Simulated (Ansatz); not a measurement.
**How the band gap of rock-salt BN (model structure) moves with the method**

No measured value is used here.

```
level (code)           value (eV)  cell (Å³/atom)
---------------------  ----------  --------------
LDA (Ansatz)                 1.60            5.17
PBEsol (Ansatz)              1.31            5.28
r²SCAN (Ansatz)              1.37            5.32
r²SCAN-D4 (Ansatz)           1.42            5.29
r²SCAN+rVV10 (Ansatz)        1.38            5.31
```

Computed values are for a static lattice.  LDA, PBEsol, r²SCAN, r²SCAN-D4, r²SCAN+rVV10: the gap is read on the k mesh or supercell of the run alone and can be too large. Each level is taken at its own relaxed cell. Ansatz's density-functional and Hartree–Fock values are scalar-relativistic unless marked +SOC, with PAW data made under PBE.

A model structure was made by putting elements into a prototype or built by hand; it is no filed structure, need not be a known phase, and can be a saddle point held by its symmetry.

Ansatz is a program for electronic structure.
